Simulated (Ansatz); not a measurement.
# InSb, response to strain

The parent structure is InSb in the zinc blende structure (space group F-43m, No. 216).

```
InSb
1.0
    0.00000     3.25944     3.25944
    3.25944     0.00000     3.25944
    3.25944     3.25944     0.00000
In Sb
1 1
Direct
  0.00000   0.00000   0.00000
  0.25000   0.25000   0.25000
```

Strains are applied to the cell and any free atomic positions relax.

The values are results of Ansatz (a program for electronic structure) PBEsol, no spin-orbit coupling, not measurements.

Notes on the quantities. energy relative to the base: free energy F.

| isotropic strain (%) | energy relative to the base (meV/atom) |
|---|---|
| -3 | 42.1 |
| -2 | 18.0 |
| -1.5 | 9.9 |
| -0.5 | ? |
| 0 | 0.0 |
| 0.5 | 1.0 |
| 2 | 15.4 |
| 2.5 | 23.7 |
| 3 | 33.4 |

Question: Fit ΔE = Aε² + Bε³ (ε in %) to the rows shown and predict the withheld row.

Answer: Least squares on the printed values gives A = 4.19 and B = -0.16 meV/atom (largest residual 0.1 meV/atom); this predicts 1.1 meV/atom, and the run gives 1.1 meV/atom, in agreement.

Stability against distortions was not tested. All final runs are without spin polarisation.
